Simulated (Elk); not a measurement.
A self-consistent single point of Tb₂Al₃Fe (R-3m, 6 atoms in the cell) with Elk.

Level of theory: PBEsol, all-electron FP-LAPW, Elk's shipped species files, default APW+lo basis (Elk).

```xyz
6
Lattice="2.7997 1.6164 4.4084 -2.7997 1.6164 4.4084 0.0000 -3.2328 4.4084" Properties=species:S:1:pos:R:3 pbc="T T T"
Tb     0.0000     0.0000     8.2753
Tb     0.0000     0.0000     4.9499
Al    -1.3998     0.8082     2.2042
Al     0.0000    -1.6164     2.2042
Al     1.3998     0.8082     2.2042
Fe     0.0000     0.0000     0.0000
```
Moments meant for the start (each program seeds them in its own way; μB, in the order of the atoms Tb Tb Al Al Al Fe): 6.0 6.0 0.0 0.0 0.0 4.0.

Reference input (self-consistent single point, DFT, PBEsol, all-electron FP-LAPW, Elk's shipped species files, default APW+lo basis): xctype = 22; spinpol = true; swidth = 0.00183747 Ha; ngridk = 4 4 4; reducebf = 0.5; nempty = 10 per atom; maxscl = 100. This run's input differs from it in these lines:

```diff
@@ -48,3 +48,3 @@
 ngridk
-  4 4 4
+  2 2 2
```

The program printed (abridged):

```
│ Self-consistent loop started │
│ Loop number : 1 │
 total energy                :     -25126.3955206
 total moment                :    13.61582117
│ Loop number : 2 │
 total energy                :     -25206.8540367
 total moment                :    14.78501356
RMS change in Kohn-Sham potential (target) :    2.086331724     (  0.1000000000E-05)
Absolute change in total energy (target)   :    80.45851610     (  0.1000000000E-03)
│ Loop number : 3 │
 total energy                :     -25097.0102489
 total moment                :    13.01101829
RMS change in Kohn-Sham potential (target) :    2.408502919     (  0.1000000000E-05)
   [... lines left out ...]
│ Loop number : 98 │
 total energy                :     -25429.8522330
 total moment                :   -13.41791510
RMS change in Kohn-Sham potential (target) :   0.2500904736E-02 (  0.1000000000E-05)
Absolute change in total energy (target)   :   0.6924712359     (  0.1000000000E-03)
│ Loop number : 99 │
 total energy                :     -25428.3629792
 total moment                :   -13.44350303
RMS change in Kohn-Sham potential (target) :   0.4656994464E-02 (  0.1000000000E-05)
Absolute change in total energy (target)   :    1.316136034     (  0.1000000000E-03)
│ Loop number : 100 │
Reached self-consistent loops maximum

Energies :
 Fermi                       :     0.265574604575
 xc effective B-field        :     -1.01636547888
 external B-field            :      0.00000000000
 total energy                :     -25429.1514107
 (external B-field energy excluded from total)

Density of states at Fermi energy :    593.8893171
 (states/Hartree/unit cell)

   [... lines left out ...]
Estimated indirect band gap :   0.1201193134E-02
Estimated direct band gap   :   0.1201193134E-02
   [... lines left out ...]
   atom    3                 :    11.21421767     (  0.4773515217E-03)
  species :    3 (Fe)
   atom    1                 :    24.90796224     (  0.2131628207E-13)
 total in muffin-tins        :    184.9001496
 total calculated charge     :    194.9686490
 total charge                :    195.0000000
 error                       :   0.3135100413E-01

Moments :
 interstitial                :   0.1443720264
 muffin-tins
  species :    1 (Tb)
   atom    1                 :   -5.735288783
   atom    2                 :   -5.735288783
  species :    2 (Al)
   atom    1                 :   0.3559643010E-01
   atom    2                 :   0.3559643010E-01
   atom    3                 :   0.3559643010E-01
  species :    3 (Fe)
   atom    1                 :   -2.207446226
 total in muffin-tins        :   -13.57123450
 total moment                :   -13.42686248

│ Self-consistent loop stopped │
```

The run ended unconverged after 100 iterations. 

The starting cell comes from a database of computed structures (which also holds hypothetical and non-ambient phases and stackings), without a prior relaxation at this level. Its lattice was rescaled by a random factor within 2.5 % of one. Spin-orbit coupling is off. Values depend on the basis (sphere radii, cutoffs, local orbitals), which need not be converged.

Cost on one core of a shared machine: roughly 2 min.
